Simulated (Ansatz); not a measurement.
## How far PBE and r2SCAN part for hypothetical fluorite ZnBr2

The parent structure is ZnBr2 in the fluorite structure (space group Fm-3m, No. 225; a = 6.760 Å; a hypothetical phase, not in the database extracts checked).

(Cell as relaxed with PBE.)

Levels (all Ansatz, a quantum-chemistry and plane-wave program, PAW): PBE (420 eV, spin-orbit coupling left out); r2SCAN (500 eV, without spin-orbit coupling).

Each level relaxes its own structure.

```json
[
 {"quantity": "volume per atom", "PBE": "25.75 Å³", "r2SCAN": "24.97 Å³"},
 {"quantity": "lattice parameter a", "PBE": "6.760 Å", "r2SCAN": "6.691 Å"},
 {"quantity": "band gap", "PBE": "zero", "r2SCAN": "0.19 eV"}
]
```

PBE's volume per atom lies 0.78 Å³ above r2SCAN's (3.1 %); PBE's lattice parameter a lies 0.069 Å above r2SCAN's (1.0 %); they disagree on the band gap. Neither level is exact; r2SCAN is the comparison here, not a measurement.

No phonon test of stability was made. All final runs are without spin polarisation. The zero or small gap of ZnBr2 can change with the level of theory.
